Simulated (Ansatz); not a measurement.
How far a parabola holds: energy against volume of cubic perovskite CsCdCl₃

Cubic perovskite CsCdCl₃, treated with r²SCAN (Ansatz, a first-principles code, PAW). Run with plane-wave cutoff 560 eV, 8×8×8 k mesh, Fermi–Dirac smearing 0.01 eV, scalar-relativistic PAW data made under PBE. The cell has no free parameter but its volume, all volumes share cutoff and mesh, and the runs aren't spin-polarised. Energies are free energies at the run's smearing, counted from the lowest row; static lattice.

| V (Å³/atom) | E (meV/atom) |
|---|---|
| 27.329 | ? |
| 27.911 | 5.58 |
| 28.492 | 1.34 |
| 29.074 | 0.00 |
| 29.655 | 1.25 |
| 30.237 | 4.79 |

Fit E against V with a parabola, and predict the withheld value at V = 27.329.

With u = V - 29.1, the rows have u = -1.1890, -0.6080, -0.0260, 0.5550, 1.1370. Least squares gives E = -0.006 - 0.0871·u + 3.8339·u². Residuals (row less fit): 0.062, -0.124, 0.001, 0.123, -0.061; standard error 0.138 (degrees of freedom: 2). The fitted curve has its minimum at V = 29.1, where E = -0.01. Its curvature is d²E/dV² = 2 × 3.8339 meV/Å⁶, so B = V0·d²E/dV² × 0.1602 = 35.8 GPa. At the withheld row, u = -1.7710, so E = -0.006 - 0.0871 × (-1.7710) + 3.8339 × (-1.7710)² = 12.173 meV/atom. The calculation gives 13.09 meV/atom, 0.917 meV/atom above the prediction (7.0 % of the range of E in the table). The row lies outside the fitted rows, so this is an extrapolation. From the scatter of the fitted rows alone, a prediction at this place has a standard error of 0.328 meV/atom, so the miss is 2.8 times that.

The residuals are curvature that a parabola lacks, not noise. A solid that stiffens under compression and softens on expansion lies above the parabola at the compressed end and under it at the expanded end, as this row does. A third-order Birch-Murnaghan fit to the whole scan has B0 = 35.6 GPa. Only scans are tabulated whose curvature falls smoothly with volume, and where the parabola meets the shown rows within 5 % of their range and misses the end by 0.1 meV or more.

Note: the relaxation could not lower the start's symmetry, so the cell can be a saddle point above a distorted one.

Spin–orbit coupling is not included.
